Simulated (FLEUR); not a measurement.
A self-consistent single point of MnS (Fm-3m, 4 atoms in the cell) with FLEUR.

Method of the run: PBE, all-electron FLAPW (FLEUR), scalar-relativistic valence.

The change in words: lattice scaled by 0.98. Reference geometry:
```
MnS
1.0
    5.22000     2.61000     2.61000
    2.61000     5.22000     2.61000
    2.61000     2.61000     5.22000
Mn S
2 2
Direct
  0.00000   0.00000   0.00000
  0.50000   0.50000   0.50000
  0.25000   0.25000   0.25000
  0.75000   0.75000   0.75000
```
Moments meant for the start (each program seeds them in its own way; μB, in the order of the atoms Mn Mn S S): 5.0 -5.0 0.0 0.0.

Reference input (self-consistent single point, DFT, PBE, all-electron FLAPW (FLEUR), scalar-relativistic valence): Kmax = 4.4 1/bohr; GmaxXC = 15.4 1/bohr; xcFunctional = pbe; jspins = 2; l_soc = F; mode = hist; fermiSmearingEnergy = 0.00073499 Htr; mesh (inpgen div1-3) = 4 4 4; inpgen gamma flag = true; Gmax = 15.4 1/bohr; numbands = 0; maxIterBroyd = 99. This run's input differs from it in these lines:

```diff
@@ -6,3 +6,3 @@
 0.4082482905 0.4082482905 0.8164965809
-12.0813370208
+11.8397102804
 1.0 1.0 1.0
@@ -45,5 +45,5 @@
          <bravaisMatrix>
-            <row-1>    9.8643703701837921     4.9321851856959631     4.9321851856959631</row-1>
-            <row-2>    4.9321851856959631     9.8643703701837921     4.9321851856959631</row-2>
-            <row-3>    4.9321851856959631     4.9321851856959631     9.8643703701837921</row-3>
+            <row-1>    9.6670829627931809     4.8335414819885756     4.8335414819885756</row-1>
+            <row-2>    4.8335414819885756     9.6670829627931809     4.8335414819885756</row-2>
+            <row-3>    4.8335414819885756     4.8335414819885756     9.6670829627931809</row-3>
          </bravaisMatrix>
```

Output (repeated stretches shortened):

```
 Iteration:     1   Distance:       7.67524037 me/bohr^3
 Iteration:     2   Distance:       7.01949085 me/bohr^3
 Iteration:     3   Distance:       4.94679584 me/bohr^3
 Iteration:     4   Distance:       5.33372790 me/bohr^3
 Iteration:     5   Distance:       3.07556482 me/bohr^3
   [... 8 lines left out ...]
 Iteration:    14   Distance:       0.00062091 me/bohr^3
 Iteration:    15   Distance:       0.00020260 me/bohr^3
 Iteration:    16   Distance:       0.00006953 me/bohr^3
 Iteration:    17   Distance:       0.00000654 me/bohr^3
 Run finished successfully
 Stop message:
   Structural relaxation: Done

[file out, last iteration]
             iter=     18
[...]
          total density-effective poten   -4.9377965549E+03
          total charge density-energy d   -1.5613660664E+02
 Updated energy parameters for spin:           1
 Updated energy parameters for spin:           2
[...]
 fermi energy and band-weighting factors:
    0.655575

[...]
FERMIE:
          first approx. to ef    (T=0)  :   0.297749 htr   (energy of the highest occ. eigenvalue)
          number of occ. states  (T=0)  :        546
          first approx. to seigv (T=0)  : -24.806493 htr
          sum of weights of occ. states :  42.000000
          sum of semicore charge        :   0.000000 e
FERHIS:  Fermi-Energy by histogram:
          bandgap                     :   0.023818 htr
   [... lines left out ...]
          charge neutrality (T=0)     :   0.000000    (zero if the highest occ. eigenvalue is "entirely" occupied)
 Direct bandgap for spin            1 :    3.9079177867310466E-002  Htr
 Direct bandgap for spin            2 :    3.9079177710708846E-002  Htr
 ---->    free energy=                     -3115.7863429526 htr
   [... lines left out ...]
 TOTAL FORCE FOR ATOM TYPE=  1  X=  0.000   Y=  0.000   Z=  0.000
                       FX_TOT= 0.000000 FY_TOT= 0.000000 FZ_TOT= 0.000000
 TOTAL FORCE FOR ATOM TYPE=  2  X=  9.667   Y=  9.667   Z=  9.667
                       FX_TOT= 0.000000 FY_TOT= 0.000000 FZ_TOT= 0.000000
 TOTAL FORCE FOR ATOM TYPE=  3  X=  4.834   Y=  4.834   Z=  4.834
                       FX_TOT= 0.000000 FY_TOT= 0.000000 FZ_TOT= 0.000000
 Structural relaxation: Done
```

The run converged in 17 iterations. FLEUR gives forces in its relaxation mode, with a further iteration, so its stop message speaks of a relaxation. Against the reference run the free energy drops by 4.2 meV/atom and the gap on the mesh goes from 0.888 to 0.648 eV.

The starting cell has typed, rounded lattice constants, without a prior relaxation at this level. For this run, on top of that: lattice scaled by 0.98. The magnetic order is the one reached from the typed start; others were not searched systematically. Values depend on the basis (sphere radii, cutoffs, local orbitals), which need not be converged.

Cost on one core of a shared machine: roughly 3 min.
